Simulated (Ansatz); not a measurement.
Take ZnO in the wurtzite structure (space group P6_3mc, No. 186; a = 3.2298 Å, c = 5.2148 Å) as the base. Axes: x lies along a and z along c of the hexagonal cell.

Modification: uniaxial stress, 8 GPa compression along x, with the cell and atoms free to relax against it.

Levels (all Ansatz, an electronic-structure program, PAW): PBEsol (420 eV, scalar-relativistic without spin-orbit coupling); r2SCAN (500 eV, no spin-orbit coupling); HSE06 (420 eV, spin-orbit coupling left out).

One geometry, relaxed with PBEsol, under each level:

```tsv
level	band gap	lowest conduction level above the VBM at special points	electron mass	pressure
PBEsol	0.56 eV	Γ 0.56 eV; Z 3.26 eV; T 5.41 eV; R 5.41 eV	0.12 mₑ along x, 0.14 mₑ along y, 0.13 mₑ along z (at Γ)	2.67 GPa
r2SCAN	1.11 eV	Γ 1.11 eV; Z 3.83 eV; T 6.10 eV; R 6.10 eV	0.18 mₑ along z, 0.19 mₑ across (at Γ)	3.21 GPa
HSE06	2.39 eV	Γ 2.39 eV; Z 5.17 eV; T 7.38 eV	–	–
```

Single points use the geometry relaxed with PBEsol. Their cutoffs differ, which shifts pressures a little. Load acts through the strain it causes; cell and atoms are relaxed under it. Masses are band curvatures over ±0.01 Å⁻¹ around the edge. Stability under load was not tested beyond the relaxation. Labels are those of the standard path for the cell's own space group.
